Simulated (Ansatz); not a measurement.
## What isotropic strain +3.00 % does to ZnCu2SnS4

Base system: ZnCu$_{2}$SnS$_{4}$ (space group I-4, No. 82; a = 5.374 Å, c = 10.755 Å).

It is then changed as follows: every lattice vector is stretched by 3.00 %; the atoms relax in the strained cell.

Calculations: plane-wave PAW DFT at the PBEsol level (Ansatz, a first-principles code, 420 eV), without spin-orbit coupling. Γ-centred 9×9×9 mesh, Fermi–Dirac width 0.05 eV.

```csv
quantity,base,changed,shift
volume per atom,19.41 Å³,21.21 Å³,+1.80 Å³
space group,I-4 (No. 82),I-4 (No. 82),–
energy relative to the base (free energy F),0 meV/atom,+35 meV/atom,+35 meV/atom
"pressure (mean of the normal stresses, compression positive)",0.0 GPa,-5.7 GPa,-5.7 GPa
band gap (uncertain: the Fermi level lies in a band; the base alone),0.11 eV,zero,–
largest internal atomic displacement,–,0.017 Å,–
```

No phonon test of stability was made. All final runs are without spin polarisation. Gaps under 0.05 eV, about the width of the smearing, are given as zero. A zero or small gap of ZnCu2SnS4 can be the functional's error rather than a property of the material.
